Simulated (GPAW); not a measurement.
A self-consistent single point of SnSeS (P3m1, 3 atoms in the cell) with GPAW.

Level of theory: LDA (Perdew-Wang 92), GPAW PAW datasets LDA (gpaw-data 1.0.1) (plane waves; GPAW).

The change in words: lattice scaled by 0.98. Reference geometry:
```xyz
3
Lattice="3.8271 0.0000 0.0000 -1.9136 3.3144 0.0000 0.0000 0.0000 6.4773" Properties=species:S:1:pos:R:3 pbc="T T T"
Sn     0.0000     2.2096     0.0496
Se     0.0000     0.0000     4.9079
S      1.9136     1.1048     1.5198
```

Reference input (self-consistent single point, DFT LDA (Perdew-Wang 92), plane waves, GPAW PAW datasets LDA (gpaw-data 1.0.1)): mode = pw; ecut = 600 eV; xc = LDA; kpts = 8 8 4; mesh shift (steps) = 0 0 0; occupations.name = fermi-dirac; occupations.width = 0 eV; nbands = -4; convergence.bands = -2; symmetry.symmorphic = false; symmetry.tolerance = 0.0005; maxiter = 120. This run's input differs from it in these lines:

```diff
@@ -5,5 +5,5 @@
 atoms = Atoms(['Sn', 'Se', 'S'],
-              cell=[[3.827132, 0.000000, 0.000000],
-                    [-1.913566, 3.314393, 0.000000],
-                    [0.000000, 0.000000, 6.477310]],
+              cell=[[3.750589, 0.000000, 0.000000],
+                    [-1.875295, 3.248105, 0.000000],
+                    [0.000000, 0.000000, 6.347764]],
               scaled_positions=[[0.333333, 0.666667, 0.007650],
```

The program printed (abridged):

```
     iter     time        total  log10-change:
                         energy   eigst   dens
iter:   1 --:--:--   -14.912128   +0.46
iter:   2 --:--:--   -14.869855   -0.56  -1.18
iter:   3 --:--:--   -14.645376   -1.24  -1.22
iter:   4 --:--:--   -14.627217   -1.46  -1.43
iter:   5 --:--:--   -14.619939   -1.75  -1.64
iter:   6 --:--:--   -14.606898   -2.59  -1.91
iter:   7 --:--:--   -14.589628   -2.01  -2.00
iter:   8 --:--:--   -14.586491   -3.33  -2.45
iter:   9 --:--:--   -14.586494c  -3.85  -3.10
iter:  10 --:--:--   -14.586582c  -4.04  -3.11
iter:  11 --:--:--   -14.586479c  -4.25  -3.04
iter:  12 --:--:--   -14.586473c  -4.78  -3.25
iter:  13 --:--:--   -14.586470c  -4.97  -3.28
iter:  14 --:--:--   -14.586469c  -5.46  -3.40
iter:  15 --:--:--   -14.586481c  -5.09  -3.40
iter:  16 --:--:--   -14.586469c  -5.78  -3.47
iter:  17 --:--:--   -14.586457c  -5.54  -3.62
iter:  18 --:--:--   -14.586456c  -6.38  -4.42c
iter:  19 --:--:--   -14.586456c  -6.58  -4.54c
iter:  20 --:--:--   -14.586456c  -7.17  -4.48c
iter:  21 --:--:--   -14.586456c  -7.49c -4.67c
Converged after 21 iterations.

Dipole moment: (-1.327456, 0.766407, -1.980974) |e|*Ang

Energy contributions relative to reference atoms: (reference = -244707.344395)

Kinetic:        +18.402458
Potential:      -17.262654
External:        +0.000000
XC:             -15.738722
Entropy (-ST):   +0.000000
Local:           +0.012461
SIC:             +0.000000
--------------------------
Free energy:    -14.586456
Extrapolated:   -14.586456

Showing only first 2 kpts
 Kpt  Band  Eigenvalues  Occupancy
  0    11      3.92697    2.00000
  0    12      3.92698    2.00000
  0    13      5.14697    0.00000
  0    14      7.11141    0.00000

  1    11      3.95155    2.00000
  1    12      3.95156    2.00000
  1    13      5.80093    0.00000
  1    14      7.12846    0.00000

Fermi level: 4.41024

Gap: 0.868 eV
Transition (v -> c):
   [... lines left out ...]
Direct gap: 1.220 eV
Transition at: (s=0, k=0, n=12, [0.00, 0.00, 0.00])
Energy (eV): -14.586456

Forces in eV/Ang:
  0 Sn    0.00000    0.00000   -0.02583
  1 Se   -0.00000    0.00000    0.04306
  2 S     0.00000    0.00000   -0.01736

Stress tensor:
     0.014466     0.000000     0.000000
     0.000000     0.014466     0.000000
     0.000000     0.000000     0.009924
Stress (GPa, Voigt): [2.3177 2.3177 1.59   0.     0.     0.    ]
```

The run converged in 21 iterations. GPAW prints stress with tension positive. Against the reference run the free energy goes down by 38.1 meV/atom, the pressure goes from -5.38 to -2.08 GPa, the largest force goes from 0.560 to 0.043 eV/Å and the gap on the mesh goes from 0.763 to 0.868 eV.

The starting cell comes from a database of computed structures (which also holds hypothetical and non-ambient phases and stackings), without a prior relaxation at this level. Its lattice was rescaled by a random factor within 2.5 % of one. For this run, on top of that: lattice scaled by 0.98.

Cost on one core of a shared machine: roughly 40 s.
